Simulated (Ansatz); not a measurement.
GaN (P6_3mc), Ansatz (a program for electronic structure) with r2SCAN with spin-orbit coupling, rigid bands: band gap 2.35 eV, N_c = 2.13e18 cm⁻³ and N_v = 8.85e19 cm⁻³ at 300 K, conductivity masses along y (a = (3.18, 0.00, 0.00) Å; b = (-1.59, 2.76, 0.00) Å; c = (0.00, 0.00, 5.19) Å) of 0.200 mₑ (electrons) and 1.43 mₑ (holes). Take k_BT = 0.02585 eV.

### Question
A film of it is 3 nm thick, with its normal along the direction named. Estimate the confinement energies in an infinite well.

### Answer
ħ²π²/(2m t²) = 0.376 eV·nm²/(m/mₑ × t²) gives 209 meV for electrons and 29.2 meV for holes, so the gap would widen to about 2.59 eV. Finite barriers and nonparabolic bands lower this, and with several valleys or bands the heaviest mass along the normal sets the lowest level, not this average.

### Question
What thermal injection velocity √(2k_BT/πm) limits a ballistic channel along the direction named?

### Answer
1.20e7 cm/s for electrons and 4.50e6 cm/s for holes, a ratio of √(m_h/m_e) = 2.67, for dilute carriers.

### Question
Find the intrinsic carrier density and the intrinsic Fermi level.

### Answer
n_i = √(N_c N_v) exp(−E_g/2k_BT) = 1.37e19 × exp(−45.45) = 2.5e-1 cm⁻³. The level lies (k_BT/2) ln(N_v/N_c) = 48 meV from mid-gap (positive towards the conduction band). Each 0.1 eV added to the gap lowers n_i by a factor of 6.9.

Rigid, parabolic bands with the computed gap; masses take one relaxation time for all states. Geometry: cell and atoms relaxed with PBEsol.
